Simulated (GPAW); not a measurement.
Worked example: self-consistent single point of V (Im-3m, 1 atom in the cell) in GPAW.

Computed with PBEsol, GPAW PAW datasets PBEsol (made by gpaw-setup) (plane waves; GPAW).

```
CELL_PARAMETERS angstrom
     -1.50879     1.50879     1.50879
      1.50879    -1.50879     1.50879
      1.50879     1.50879    -1.50879
ATOMIC_POSITIONS crystal
  V  0.00000 0.00000 0.00000
```

Reference input (self-consistent single point, DFT PBE, plane waves, GPAW PAW datasets PBE (gpaw-data 1.0.1)): mode = pw; ecut = 800 eV; xc = PBE; kpts = 15 15 15; mesh shift (steps) = 0 0 0; occupations.name = fermi-dirac; occupations.width = 0.1 eV; nbands = -7; convergence.density = 1e-05 e/electron; symmetry.symmorphic = false; symmetry.tolerance = 0.0005; maxiter = 150. This run's input differs from it in these lines:

```diff
@@ -12,3 +12,3 @@
 calc = GPAW(mode=PW(800),
-            xc='PBE',
+            xc='PBEsol',
             kpts=(15, 15, 15),
```

Its files differ too (potentials: GPAW PAW datasets PBEsol (made by gpaw-setup)).

Log, with long lists cut:

```
     iter     time        total  log10-change:
                         energy   eigst   dens
iter:   1 --:--:--    -9.455726
iter:   2 --:--:--    -9.391682   -0.67  -1.42
iter:   3 --:--:--    -9.203237   -0.95  -1.46
iter:   4 --:--:--    -9.146420   -3.03  -1.73
iter:   5 --:--:--    -9.154011   -1.95  -1.86
iter:   6 --:--:--    -9.124606   -2.97  -2.01
iter:   7 --:--:--    -9.123049   -4.10  -2.65
iter:   8 --:--:--    -9.122610c  -4.64  -3.02
iter:   9 --:--:--    -9.122587c  -5.64  -3.86
iter:  10 --:--:--    -9.122587c  -7.57c -3.95
iter:  11 --:--:--    -9.122590c  -6.68  -3.92
iter:  12 --:--:--    -9.122591c  -7.87c -4.72
iter:  13 --:--:--    -9.122591c  -9.84c -5.95c
Converged after 13 iterations.

Dipole moment: (0.000000, -0.000000, -0.000000) |e|*Ang

Energy contributions relative to reference atoms: (reference = -25792.738541)

Kinetic:         -4.931070
Potential:       +3.797938
External:        +0.000000
XC:              -8.102646
Entropy (-ST):   -0.056831
Local:           +0.141602
SIC:             +0.000000
--------------------------
Free energy:     -9.151007
Extrapolated:    -9.122591

Showing only first 2 kpts
 Kpt  Band  Eigenvalues  Occupancy
  0     4      2.58408    2.00000
  0     5      9.53063    0.03950
  0     6      9.53063    0.03950
  0     7      9.53063    0.03950

  1     4      2.75886    2.00000
  1     5      9.45672    0.08096
  1     6      9.51450    0.04625
  1     7      9.65513    0.01154

Fermi level: 9.14016

No gap
No difference between direct/indirect transitions
Energy (eV): -9.122591

Forces in eV/Ang:
  0 V    -0.00000   -0.00000   -0.00000

Stress tensor:
     0.054808     0.000000     0.000000
     0.000000     0.054808    -0.000000
     0.000000    -0.000000     0.054808
Stress (GPa, Voigt): [ 8.7813  8.7813  8.7813 -0.      0.      0.    ]
```

The run converged in 13 iterations. GPAW prints stress with tension positive. Against the reference run the pressure goes from -2.22 to -8.78 GPa.

The starting cell has typed, rounded lattice constants, without a prior relaxation at this level. Its lattice was rescaled by a random factor within 2.5 % of one. Spin polarisation is off. With a pressure of about -9 GPa the cell is away from its equilibrium volume at this level.

Cost on one core of a shared machine: roughly 30 s.
